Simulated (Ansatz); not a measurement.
Base system: SrB$_{3}$C$_{3}$ (space group Pm-3n, No. 223; a = 4.843 Å; a hypothetical phase, not in the database extracts checked). Axes: x, y, z lie along the cube axes.

Structures relaxed with DFT with PBEsol, PAW potentials and a 420 eV plane-wave cutoff in Ansatz (a first-principles code), no spin-orbit coupling.

Base:

Simulated powder pattern, Cu Kα, λ = 1.54184 Å (kinematic, ideal powder, no thermal factors, no anomalous dispersion; the 14 strongest lines at most, above 2 %, up to 2θ = 90°):

```tsv
2θ (°)	I/Imax (%)	hkl
26.02	96	(110)
37.13	48	(200)
45.90	100	(211)
53.52	15	(220)
60.45	21	(310)
73.12	47	(321)
79.10	7.8	(400)
84.97	13	(330)
```

Perturbation: uniaxial strain ε_xx = −1.74 %, all other strain components held at zero, atoms relaxed at fixed cell.

After the change:

Simulated powder pattern, Cu Kα, λ = 1.54184 Å (kinematic, ideal powder, no thermal factors, no anomalous dispersion; the 14 strongest lines at most, above 2 %, up to 2θ = 90°):

```json
[
 {"2θ (°)": "26.02", "I/Imax (%)": "50", "hkl": "(011)"},
 {"2θ (°)": "26.26", "I/Imax (%)": "95", "hkl": "(110)"},
 {"2θ (°)": "37.13", "I/Imax (%)": "48", "hkl": "(020)"},
 {"2θ (°)": "37.81", "I/Imax (%)": "23", "hkl": "(200)"},
 {"2θ (°)": "46.05", "I/Imax (%)": "100", "hkl": "(121)"},
 {"2θ (°)": "46.48", "I/Imax (%)": "49", "hkl": "(211)"},
 {"2θ (°)": "54.04", "I/Imax (%)": "15", "hkl": "(220)"},
 {"2θ (°)": "60.45", "I/Imax (%)": "11", "hkl": "(031)"},
 {"2θ (°)": "60.57", "I/Imax (%)": "11", "hkl": "(130)"},
 {"2θ (°)": "61.52", "I/Imax (%)": "10", "hkl": "(310)"},
 {"2θ (°)": "73.22", "I/Imax (%)": "24", "hkl": "(132)"},
 {"2θ (°)": "73.55", "I/Imax (%)": "23", "hkl": "(231)"},
 {"2θ (°)": "74.09", "I/Imax (%)": "23", "hkl": "(321)"},
 {"2θ (°)": "85.07", "I/Imax (%)": "8.5", "hkl": "(141)"}
]
```

The indices refer to the base's conventional cell; one index is shown for lines that coincide. The space group is now P4_2/mmc (No. 131).

Stability against distortions was not tested. All final runs are without spin polarisation.
